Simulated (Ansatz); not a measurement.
C: pressure series

Start from C in the graphite type structure (space group P6_3/mmc, No. 194; layered, stacked along the Cartesian z axis).

```yaml
crystal:
  lattice:
    - [2.45537, 0.00000, 0.00000]
    - [-1.22769, 2.12641, 0.00000]
    - [0.00000, 0.00000, 6.67102]
  atoms:
    - { symbol: C, position: [0.00000, 0.00000, 0.25000] }
    - { symbol: C, position: [0.00000, 0.00000, 0.75000] }
    - { symbol: C, position: [0.33333, 0.66667, 0.25000] }
    - { symbol: C, position: [0.66667, 0.33333, 0.75000] }
```

Cell and atoms are relaxed at each pressure.

The values are results of r2SCAN+rVV10 in Ansatz (plane waves to 500 eV, PAW, no SOC), not measurements.

Notes on the quantities. enthalpy: H = E + PV relative to the base's energy.

| variant | enthalpy | shortest interatomic distance |
|---|---|---|
| base | – | 1.418 Å |
| pressure −2 GPa | -0.11 eV/atom | … |
| pressure −1 GPa | -0.06 eV/atom | 1.419 Å |
| pressure 0.3 GPa | +0.02 eV/atom | 1.417 Å |
| pressure 0.7 GPa | +0.04 eV/atom | 1.417 Å |
| pressure 1.5 GPa | +0.08 eV/atom | 1.416 Å |
| pressure 3 GPa | +0.16 eV/atom | 1.414 Å |
| pressure 5 GPa | +0.26 eV/atom | … |
| pressure 7.5 GPa | +0.38 eV/atom | 1.410 Å |
| pressure 10 GPa | +0.50 eV/atom | … |

Task: Fill in the withheld entries from the trend.

Result: 
- pressure −2 GPa, shortest interatomic distance: 1.420 Å
- pressure 5 GPa, shortest interatomic distance: 1.412 Å
- pressure 10 GPa, shortest interatomic distance: 1.407 Å

A case with no gap was solved on a k-mesh chosen for an insulator, which is coarse for it. Load acts through the strain it causes; cell and atoms are relaxed under it. Whether these cells are dynamically stable was not tested. No other phases were tried under pressure.

Ansatz is a first-principles code.
